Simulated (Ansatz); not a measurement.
**A computed series for MgO: response to strain**

Start from MgO in the rock salt structure (space group Fm-3m, No. 225).

```
CELL_PARAMETERS angstrom
      0.00000     2.10708     2.10708
      2.10708     0.00000     2.10708
      2.10708     2.10708     0.00000
ATOMIC_POSITIONS crystal
  O  0.00000 0.00000 0.00000
  Mg 0.50000 0.50000 0.50000
```

Cartesian axes are those of the cell as printed.

Strains are applied to the cell and any free atomic positions relax; under biaxial strain the out-of-plane vector relaxes too.

All numbers come from Ansatz (a quantum-chemistry and plane-wave program) PBEsol, scalar-relativistic without spin-orbit coupling.

Notes on the quantities. energy relative to the base: free energy F.

```json
[
 {"change": "base", "band gap": "4.62 eV", "shortest interatomic distance": "2.107 Å", "energy relative to the base": "0 meV/atom", "electron mass": "0.34 mₑ (at Γ)"},
 {"change": "biaxial strain +0.71 %, plane normal [001], relaxed out of plane", "band gap": "4.52 eV", "shortest interatomic distance": "2.098 Å", "energy relative to the base": "+1.0 meV/atom", "electron mass": "0.34 mₑ (at Γ)"},
 {"change": "biaxial strain −1.63 %, plane normal [110], relaxed out of plane", "band gap": "?", "shortest interatomic distance": "2.073 Å", "energy relative to the base": "?", "electron mass": "–"},
 {"change": "isotropic strain −1.36 %", "band gap": "5.02 eV", "shortest interatomic distance": "2.078 Å", "energy relative to the base": "+8.0 meV/atom", "electron mass": "0.36 mₑ (at Γ)"},
 {"change": "uniaxial strain ε_xx = −2.66 %", "band gap": "4.86 eV", "shortest interatomic distance": "2.051 Å", "energy relative to the base": "+6.8 meV/atom", "electron mass": "0.37 mₑ along x, 0.34 mₑ across (at Γ)"},
 {"change": "uniaxial strain ε_xx = −0.69 %", "band gap": "?", "shortest interatomic distance": "2.093 Å", "energy relative to the base": "+0.4 meV/atom", "electron mass": "0.34 mₑ (at Γ)"},
 {"change": "uniaxial strain ε_xx = +5.95 %", "band gap": "4.00 eV", "shortest interatomic distance": "2.107 Å", "energy relative to the base": "+24 meV/atom", "electron mass": "0.30 mₑ along x, 0.33 mₑ across (at Γ)"},
 {"change": "tensor shear ε_yz = −0.26 %", "band gap": "4.60 eV", "shortest interatomic distance": "2.107 Å", "energy relative to the base": "+0.1 meV/atom", "electron mass": "0.34 mₑ (at Γ)"},
 {"change": "tensor shear ε_xy = +3.74 %", "band gap": "4.27 eV", "shortest interatomic distance": "2.107 Å", "energy relative to the base": "+24 meV/atom", "electron mass": "–"},
 {"change": "tensor shear ε_xy = +1.00 %", "band gap": "?", "shortest interatomic distance": "2.107 Å", "energy relative to the base": "+1.7 meV/atom", "electron mass": "0.34 mₑ (at Γ)"}
]
```

Q: Some entries are withheld; estimate them.

A: 
- biaxial strain −1.63 %, plane normal [110], relaxed out of plane, band gap: 4.77 eV
- biaxial strain −1.63 %, plane normal [110], relaxed out of plane, energy relative to the base: +6.1 meV/atom
- uniaxial strain ε_xx = −0.69 %, band gap: 4.68 eV
- tensor shear ε_xy = +1.00 %, band gap: 4.54 eV

Effective masses come from finite differences of ±0.01 Å⁻¹. Whether these cells are dynamically stable was not tested.
